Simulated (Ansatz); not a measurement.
For PdTe₂ (model structure, started from the CdCl2 type, R-3m, No. 166, 3 atoms in the cell), PBEsol (PAW; Ansatz, a first-principles code) gives:

* **lattice parameter a**: 3.922 Å
* **lattice parameter c**: 17.085 Å
* **cohesive energy**: 3.65 eV/atom

Q: What does PBE-D3(BJ) (plane waves, PAW; Ansatz) give for the same quantities?

A: 
- lattice constant a: 3.904 Å (drops by 0.5 %)
- lattice parameter c: 17.017 Å (drops by 0.4 %)
- cohesive energy: 3.61 eV/atom (falls by 0.04 eV/atom)

Changes are worked out from the printed values.

Unless a cell is named, each level is at its own relaxed cell (PBEsol 25.29, PBE-D3(BJ) 24.95 Å³/atom).

Levels without +SOC leave out spin–orbit coupling, which shifts energies and cells of such heavy elements.

Ansatz's density-functional and Hartree–Fock values are scalar-relativistic unless marked +SOC, with PAW data made under PBE.

A model structure was made by putting elements into a prototype or built by hand; it is no filed structure, need not be a known phase, and can be a saddle point held by its symmetry.
